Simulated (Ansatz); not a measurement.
Consider WC (space group P-6m2, No. 187; a = 2.9219 Å, c = 2.8471 Å).

Method: PBE (Ansatz, a program for electronic structure; PAW; 420 eV plane waves; no spin-orbit coupling).

One change was made to it. Results:

| quantity | base | after |
|---|---|---|
| c/a ratio | 0.974 | 0.976 |
| shortest interatomic distance | 220.7 pm | 219.1 pm |

What was done to the base?
(A) pressure 0.9 GPa
(B) pressure 22.5 GPa
(C) pressure 9 GPa

C, pressure 9 GPa. For comparison, the shortest interatomic distance in the other runs: pressure 0.9 GPa gives 220.6 pm; pressure 22.5 GPa gives 217.0 pm.

Load acts through the strain it causes; cell and atoms are relaxed under it. No phonon test of stability was made. No other phases were tried under pressure. The final runs are not spin-polarised.
